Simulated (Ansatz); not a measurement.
Pressure series in Ru

The parent structure is Ru in the hcp (Mg type) structure (space group P6_3/mmc, No. 194; a = 2.7046 Å, c = 4.2601 Å).

Cell and atoms are relaxed at each pressure.

Calculations: r2SCAN (Ansatz, an electronic-structure program), no spin-orbit coupling.

```csv
pressure (GPa),volume per atom (Å³/atom)
-2,13.575
-1,13.534
0,13.493
0.9,?
2.1,13.411
4.5,13.320
9,13.159
15,12.960
22.5,12.734
```

Question: Fit the third-order Birch–Murnaghan form P(V) = (3B₀/2)[(V₀/V)^(7/3) − (V₀/V)^(5/3)]·[1 + (3/4)(B₀′ − 4)((V₀/V)^(2/3) − 1)] (squares taken in P) to the rows shown and predict the withheld row.

Answer: Least squares on the printed values gives V₀ = 13.493 Å³/atom, B₀ = 337 GPa, B₀′ = 4.9; this predicts 13.458 Å³/atom, and the run gives 13.458 Å³/atom, in agreement.

Load acts through the strain it causes; cell and atoms are relaxed under it. Stability against distortions was not tested. No other phases were tried under pressure. All final runs are without spin polarisation.
